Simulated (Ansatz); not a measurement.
Where the default PAW files enter, the runs use the earlier of Ansatz's two default sets.

Consider the following.

```yaml
crystal:
  lattice:
    - [3.18693, 0.00000, 0.00000]
    - [-1.59347, 2.75996, 0.00000]
    - [1.59347, -0.91999, 2.60212]
  atoms:
    - { symbol: Ga, position: [0.00000, 0.00000, 0.00000] }
    - { symbol: N, position: [0.75000, 0.25000, 0.75000] }
```

Space group of this cell: F-43m, zinc blende. The cell is taken as given; by r2SCAN its mean pressure is -1.1 GPa.

Computed with r2SCAN (plane waves, PAW; Ansatz, a first-principles code).

The current runs along the normal of the first two printed vectors; no spin-orbit coupling. Scaled by the factor s: all lengths (ions clamped). Meshes 12×12×12 and 12×12 across the current in all rows.

| s | mean pressure (GPa) | slowest mid-gap decay constant κ (1/Å) |
|---|---|---|
| 0.98 | 12.1 | 0.170 |
| 1.00 | -1.1 | 0.146 |
| 1.02 | -11.1 | ? |

Q: Take the slope of the slowest mid-gap decay constant κ against ln s from the two given rows, extrapolate to s = 1.02, and say what the run there gives.

A: Slope = (0.170 − 0.146) / ln 0.98 = -1.19 1/Å. The line gives 0.146 + (-1.19) × ln 1.02 = 0.122 1/Å. The run gives 0.122 1/Å, as the line does.
